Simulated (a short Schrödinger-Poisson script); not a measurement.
Structure: gated In0.52Al0.48As/In0.53Ga0.47As δ-doped gas in a quantum well, at 300 K.

| layer | material | thickness (nm) | Na (cm⁻³) |
|---|---|---|---|
| 1 | In0.52Al0.48As | 15 | - |
| 2 | In0.52Al0.48As | 3 | - |
| 3 | In0.53Ga0.47As | 8 | - |
| 4 | In0.52Al0.48As | 4000 | 1e15 |

The device is made up for the run: typed textbook-type constants, with dimensions and the other settings drawn at random. In0.52Al0.48As: permittivity 12.5, conduction-band edge (eV) 0.52, gap (eV) 1.45, electron mass (mₑ) 0.075, Nv at 300 K (cm⁻³) 1.1e19. In0.53Ga0.47As: permittivity 13.9, conduction-band edge (eV) 0, gap (eV) 0.74, Nv at 300 K (cm⁻³) 7.7e18.

Channel valleys (confinement mass, in-plane density-of-states mass, number): Γ 0.041, 0.041, 1. At the gate the conduction-band edge of layer 1 lies 0.65 eV − eVg above the Fermi level of the channel; the field vanishes at the back. Sheet of ionised δ-doping: +1.7e12 e/cm² at 15 nm from the gate. The barrier under the gate holds no holes. Gaps are held at their typed values at every temperature. Mesh 0.08 nm at interfaces.

From a short Schrödinger-Poisson script (our own, NumPy): 1D Poisson equation in equilibrium, electrons quantum, Hartree (BenDaniel-Duke, 40 states a valley, the channel's in-plane mass for all, wave functions free to enter the barrier), parabolic valleys, classical holes, full ionisation, no traps, pinning or gate leakage.

The same stack at other levels of the model or other numerical settings:

```csv
run,sheet density of all electrons at Vg = 0.4 V (cm⁻²),sheet density of all electrons at Vg = -0.1 V (cm⁻²),capacitance at Vg = 0.4 V (μF/cm²),centroid of the channel electrons at Vg = 0.4 V (nm),rough cost against the base
base,1.54e12,1.89e11,0.460,3.62,about 1
"electrons treated as classical, Boltzmann",1.95e12,3.19e11,(withheld),(withheld),0.02
"electrons treated as classical, Fermi-Dirac",1.61e12,(withheld),0.457,3.45,0.1
"electrons treated as quantum, Hartree plus LDA exchange-correlation",1.58e12,2.06e11,0.465,3.61,1
mesh six times as coarse,1.53e12,1.87e11,0.460,3.61,0.2
one subband a valley,1.54e12,1.89e11,0.459,3.62,0.2
```

Task: What belongs in the gaps?

Result: 
- electrons treated as classical, Boltzmann, capacitance at Vg = 0.4 V (μF/cm²): 0.562
- electrons treated as classical, Boltzmann, centroid of the channel electrons at Vg = 0.4 V (nm): 2.30
- electrons treated as classical, Fermi-Dirac, sheet density of all electrons at Vg = -0.1 V (cm⁻²): 2.76e11

The classical rows ignore confinement, and Boltzmann statistics overrate the density once the band edge passes the Fermi level.
